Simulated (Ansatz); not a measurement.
# CdSe: response to strain

Take CdSe in the zinc blende structure (space group F-43m, No. 216; a = 6.1332 Å) as the base. Axes: x, y, z lie along the cube axes.

Strains are applied to the cell and any free atomic positions relax; under biaxial strain the out-of-plane vector relaxes too.

The values are results of r2SCAN (Ansatz, an electronic-structure program; PAW; 500 eV plane waves; no spin-orbit coupling), not measurements.

Candidates:
(a) biaxial strain +2.50 %, plane normal [001], relaxed out of plane
(b) biaxial strain +1.50 %, plane normal [001], relaxed out of plane
(c) biaxial strain +1.00 %, plane normal [001], relaxed out of plane
(d) biaxial strain +0.50 %, plane normal [001], relaxed out of plane
(e) biaxial strain +3.00 %, plane normal [001], relaxed out of plane

Before the change:

The band gap comes out as 1.04 eV.

Q: Order them by band gap, lowest first.

A: (e) biaxial strain +3.00 %, plane normal [001], relaxed out of plane (0.87 eV), (a) biaxial strain +2.50 %, plane normal [001], relaxed out of plane (0.89 eV), (b) biaxial strain +1.50 %, plane normal [001], relaxed out of plane (0.95 eV), (c) biaxial strain +1.00 %, plane normal [001], relaxed out of plane (0.98 eV), (d) biaxial strain +0.50 %, plane normal [001], relaxed out of plane (1.01 eV)

Semilocal Kohn–Sham gaps tend to fall short of experiment. Whether these cells are dynamically stable was not tested.
